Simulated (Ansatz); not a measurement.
The parent structure is MgTe in the wurtzite structure (space group P6_3mc, No. 186).

```
MgTe
1.0
    4.60888     0.00000     0.00000
   -2.30444     3.99141     0.00000
    0.00000     0.00000     7.50008
Mg Te
2 2
Direct
  0.33333   0.66667   0.99978
  0.66667   0.33333   0.49978
  0.33333   0.66667   0.37622
  0.66667   0.33333   0.87622
```

Cartesian axes are those of the cell as printed.

The values are results of plane-wave PAW DFT at the PBE level (Ansatz, a first-principles code, 420 eV), no SOC, not measurements.

It is then changed as follows: every lattice vector is stretched by 2.40 %, atoms relaxed at fixed cell.

Task: Predict the stress tensor and what it implies for the stiffness.

Result: Stress of the strained cell less that of the base (GPa, compression positive):
```
  -2.08    0.00    0.00
   0.00   -2.08    0.00
   0.00    0.00   -2.07
```

Then B = −ΔP/(ΔV/V₀) with ΔV/V₀ = 0.0737 gives secant stiffness values (nonlinear terms included at this strain): B (at held cell shape, above the free-shape value) ≈ 28 GPa.

As a check, the harmonic strain energy −½ V₀ Δσ:ε is 16 meV/atom; the computed energy rise is 18 meV/atom.

Whether these cells are dynamically stable was not tested.
